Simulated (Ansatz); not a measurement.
**MgTe: response to strain**

Base system: MgTe in the wurtzite structure (space group P6_3mc, No. 186).

```yaml
crystal:
  lattice:
    - [4.56143, 0.00000, 0.00000]
    - [-2.28071, 3.95031, 0.00000]
    - [0.00000, 0.00000, 7.41192]
  atoms:
    - { symbol: Mg, position: [0.33333, 0.66667, 0.99959] }
    - { symbol: Mg, position: [0.66667, 0.33333, 0.49959] }
    - { symbol: Te, position: [0.33333, 0.66667, 0.37641] }
    - { symbol: Te, position: [0.66667, 0.33333, 0.87641] }
```

Cartesian axes are those of the cell as printed.

Strains are applied to the cell and any free atomic positions relax; under biaxial strain the out-of-plane vector relaxes too.

Computed with PBEsol, PAW, 420 eV (Ansatz, a first-principles code; scalar-relativistic without spin-orbit coupling).

Notes on the quantities. in-plane stress: mean in-plane stress (compression positive).

| case | band gap | ratio −ε⊥/ε∥ | in-plane stress | electron mass |
|---|---|---|---|---|
| base | 2.39 eV | – | – | 0.15 mₑ along c, 0.17 mₑ across (at Γ) |
| biaxial strain −3.00 %, plane normal [001], relaxed out of plane | 2.33 eV | 0.91 | +1.9 GPa | 0.14 mₑ out of plane, 0.19 mₑ in plane (at Γ) |
| biaxial strain −2.40 %, plane normal [001], relaxed out of plane | 2.36 eV | 0.91 | +1.5 GPa | 0.15 mₑ out of plane, 0.18 mₑ in plane (at Γ) |
| biaxial strain −1.80 %, plane normal [001], relaxed out of plane | 2.38 eV | 0.91 | +1.1 GPa | 0.15 mₑ out of plane, 0.18 mₑ in plane (at Γ) |
| biaxial strain −1.20 %, plane normal [001], relaxed out of plane | 2.40 eV | 0.90 | +0.7 GPa | 0.15 mₑ out of plane, 0.18 mₑ in plane (at Γ) |
| biaxial strain −0.60 %, plane normal [001], relaxed out of plane | 2.40 eV | – | +0.3 GPa | 0.15 mₑ out of plane, 0.17 mₑ in plane (at Γ) |

With Te present, leaving out spin-orbit coupling can change the band edges. Masses are band curvatures over ±0.01 Å⁻¹ around the edge. Stability against distortions was not tested.
